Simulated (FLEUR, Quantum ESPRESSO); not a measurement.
A Quantum ESPRESSO input for a self-consistent single point of CsCdCl3 (Pm-3m, 5 atoms in the cell) (DFT, LDA (PZ), plane waves, GBRV 1.5 ultrasoft (LDA) pseudopotentials):

```fortran
&control
   calculation = 'scf'
   prefix = 'run'
   outdir = './tmp'
   pseudo_dir = './'
   tprnfor = .true.
   tstress = .true.
/
&system
   ibrav = 1
   celldm(1) = 10.05372660
   nat = 5
   ntyp = 3
   ecutwfc = 40
   ecutrho = 200
   occupations = 'fixed'
   nbnd = 23
/
&electrons
   conv_thr = 1e-10
   mixing_beta = 0.3
/
ATOMIC_SPECIES
Cs   132.9055  cs_lda_v1.uspp.F.UPF
Cd   112.4140  cd_lda_v1.uspp.F.UPF
Cl    35.4500  cl_lda_v1.4.uspp.F.UPF
ATOMIC_POSITIONS angstrom
Cs    0.00000000    0.00000000    0.00000000
Cd    2.66010150    2.66010150    2.66010150
Cl    0.00000000    2.66010150    2.66010150
Cl    2.66010150    0.00000000    2.66010150
Cl    2.66010150    2.66010150    0.00000000
K_POINTS automatic
5 5 5  0 0 0
```

Give the FLEUR input for the same structure, mesh, smearing and functional.

One input that does it (others would too):

Input of the input generator:

```
CsCdCl3
&input film=f /
5.3202030000 0.0000000000 0.0000000000
0.0000000000 5.3202030000 0.0000000000
0.0000000000 0.0000000000 5.3202030000
1.8897261246
1.0 1.0 1.0

5
55 0.0000000000 0.0000000000 0.0000000000
48 0.5000000000 0.5000000000 0.5000000000
17 0.0000000000 0.5000000000 0.5000000000
17 0.5000000000 0.0000000000 0.5000000000
17 0.5000000000 0.5000000000 0.0000000000

&comp jspins=1 /
&exco xctyp='pz' /
&kpt div1=5 div2=5 div3=5 /
&end /
```

```xml
<?xml version="1.0" encoding="UTF-8" standalone="no"?>
<fleurInput fleurInputVersion="0.39">
   <comment>
      CsCdCl3                                                                                             
   </comment>
   <calculationSetup>
      <cutoffs Kmax="4.3" Gmax="15.0" GmaxXC="15.0" numbands="0"/>
      <scfLoop itmax="100" minDistance="0.00001" maxIterBroyd="15" imix="Anderson" alpha="0.05" precondParam="0.0" spinf="2.0"/>
      <coreElectrons ctail="T" frcor="F" kcrel="0" coretail_lmax="0"/>
      <xcFunctional name="pz" relativisticCorrections="F"/>
      <magnetism jspins="1"/>
      <soc l_soc="F" theta="0.0" phi="0.0" spav="F"/>
      <expertModes spex="0" secvar="F"/>
      <geometryOptimization l_f="T" forcealpha="1.0" forcemix="BFGS" epsdisp="0.00001" epsforce="0.00001"/>
      <ldaU l_linMix="F" mixParam="0.05" spinf="1.0"/>
   </calculationSetup>
   <cell>
      <bzIntegration valenceElectrons="48.0" mode="hist" fermiSmearingEnergy="0.0001">
         <kPointListSelection listName="default-1"/>
         <!-- k-points included here -->
         <xi:include xmlns:xi="http://www.w3.org/2001/XInclude" href="kpts.xml"> </xi:include>
      </bzIntegration>
      <!-- symmetry operations included here -->
      <xi:include xmlns:xi="http://www.w3.org/2001/XInclude" href="sym.xml"> </xi:include>
      <bulkLattice scale="1.0">
         <bravaisMatrix>
            <row-1>   10.0537265972752934     0.0000000000000000     0.0000000000000000</row-1>
            <row-2>    0.0000000000000000    10.0537265972752934     0.0000000000000000</row-2>
            <row-3>    0.0000000000000000     0.0000000000000000    10.0537265972752934</row-3>
         </bravaisMatrix>
      </bulkLattice>
   </cell>
   <atomSpecies>
      <species name="Cesium (Cs)" element="Cs" atomicNumber="55">
         <mtSphere radius="2.68" gridPoints="925" logIncrement="0.014"/>
         <atomicCutoffs lmax="10" lnonsphr="8"/>
         <electronConfig flipSpins="F">
            <coreConfig>(1s1/2) (2s1/2) (2p1/2) (2p3/2) (3s1/2) (3p1/2) (3p3/2) (4s1/2) (3d3/2) (3d5/2) (4p1/2) (4p3/2) (4d3/2) (4d5/2)</coreConfig>
            <valenceConfig>(5s1/2) (5p1/2) (5p3/2) (6s1/2)</valenceConfig>
            <stateOccupation state="(6s1/2)" spinUp="0.5" spinDown="0.5"/>
         </electronConfig>
         <energyParameters s="6" p="6" d="5" f="4"/>
         <lo type="SCLO" l="0" n="5" eDeriv="0"/>
         <lo type="SCLO" l="1" n="5" eDeriv="0"/>
      </species>
      <species name="Cadmium (Cd)" element="Cd" atomicNumber="48">
         <mtSphere radius="2.68" gridPoints="925" logIncrement="0.014"/>
         <atomicCutoffs lmax="10" lnonsphr="8"/>
         <electronConfig flipSpins="F">
            <coreConfig>(1s1/2) (2s1/2) (2p1/2) (2p3/2) (3s1/2) (3p1/2) (3p3/2) (4s1/2) (3d3/2) (3d5/2)</coreConfig>
            <valenceConfig>(4p1/2) (4p3/2) (5s1/2) (4d3/2) (4d5/2)</valenceConfig>
         </electronConfig>
         <energyParameters s="5" p="5" d="4" f="4"/>
         <lo type="SCLO" l="1" n="4" eDeriv="0"/>
      </species>
      <species name="Chlorine (Cl)" element="Cl" atomicNumber="17">
         <mtSphere radius="1.85" gridPoints="639" logIncrement="0.018"/>
         <atomicCutoffs lmax="8" lnonsphr="6"/>
         <electronConfig flipSpins="F">
            <coreConfig>(1s1/2) (2s1/2) (2p1/2) (2p3/2)</coreConfig>
            <valenceConfig>(3s1/2) (3p1/2) (3p3/2)</valenceConfig>
            <stateOccupation state="(3p1/2)" spinUp="0.8333333333333" spinDown="0.8333333333333"/>
            <stateOccupation state="(3p3/2)" spinUp="1.6666666666667" spinDown="1.6666666666667"/>
         </electronConfig>
         <energyParameters s="3" p="3" d="3" f="4"/>
      </species>
   </atomSpecies>
   <atomGroups>
      <atomGroup species="Cesium (Cs)">
         <relPos label="                   1">.0000000000 .0000000000 .0000000000</relPos>
         <force calculate="T" relaxXYZ="TTT"/>
      </atomGroup>
      <atomGroup species="Cadmium (Cd)">
         <relPos label="                   2">1.000/2.000 1.000/2.000 1.000/2.000</relPos>
         <force calculate="T" relaxXYZ="TTT"/>
      </atomGroup>
      <atomGroup species="Chlorine (Cl)">
         <relPos label="                   3">.0000000000 1.000/2.000 1.000/2.000</relPos>
         <relPos label="                   4">1.000/2.000 .0000000000 1.000/2.000</relPos>
         <relPos label="                   5">1.000/2.000 1.000/2.000 .0000000000</relPos>
         <force calculate="T" relaxXYZ="TTT"/>
      </atomGroup>
   </atomGroups>
   <output dos="F" band="F" slice="F">
      <checks vchk="F" cdinf="F"/>
      <bandDOS minEnergy="-.5*Htr" maxEnergy="0.5*Htr" sigma="0.015" storeEVData="T"/>
      <vacuumDOS vacdos="F" integ="F" star="F" nstars="0" locx1="0.0" locy1="0.0" locx2="0.0" locy2="0.0" nstm="0" tworkf="0.0"/>
      <unfoldingBand unfoldBand="F" supercellX="1" supercellY="1" supercellZ="1"/>
      <plotting iplot="0" polar="F">
         <plot TwoD="T" vec1="  1.0  0.0  0.0" vec2="  0.0  1.0  0.0" vec3="  0.0  0.0  1.0" zero="  0.0  0.0  0.0" file="plot"/>
      </plotting>
      <chargeDensitySlicing numkpt="0" minEigenval="0.0" maxEigenval="0.0" nnne="0" pallst="F"/>
      <specialOutput eonly="F"/>
      <magneticCircularDichroism mcd="F" energyLo="-10.0" energyUp="0.0"/>
   </output>
  <!-- We include the file relax.xml here to enable relaxations (see documentation) -->
  <xi:include xmlns:xi="http://www.w3.org/2001/XInclude" href="relax.xml"> <xi:fallback/> </xi:include>
</fleurInput>
```

Basis settings and potentials, where a program has them, do not carry over. This input uses DFT, LDA (Perdew-Zunger), all-electron FLAPW (FLEUR), scalar-relativistic valence. LDA parametrisations can differ slightly between programs.

The starting cell comes from a database of computed structures (which also holds hypothetical and non-ambient phases and stackings), without a prior relaxation at this level. Its lattice was rescaled by a random factor within 2.5 % of one.
